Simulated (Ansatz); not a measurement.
Given:

```yaml
crystal:
  lattice:
    - [0.00000, 2.46742, 2.46742]
    - [2.46742, 0.00000, 2.46742]
    - [2.46742, 2.46742, 0.00000]
  atoms:
    - { symbol: Be, position: [0.00000, 0.00000, 0.00000] }
    - { symbol: S, position: [0.25000, 0.25000, 0.25000] }
```

No spin polarisation.

Computed with PBEsol (Ansatz, an electronic-structure program; PAW; 420 eV plane waves; scalar-relativistic without spin-orbit coupling). k-mesh 12×12×12 (Γ-centred); smearing 0.05 eV (Fermi–Dirac).

**Question.** What gap character does the calculation give?

**Answer.** Indirect, Γ → X.

**Question.** Predict the band gap.

**Answer.** 3.04 eV.

**Question.** What is the computed smallest direct gap?

**Answer.** 5.28 eV.

**Question.** What is the computed hole mass (degenerate bands, along [100])?

**Answer.** 0.32, 0.59, 0.59 mₑ (at Γ).

The cells carry an imposed strain or load. Effective masses come from finite differences of ±0.01 Å⁻¹. No phonon test of stability was made. The cell was made from BeS in the zinc blende structure (space group F-43m, No. 216) by this change: isotropic strain +2.00 %.
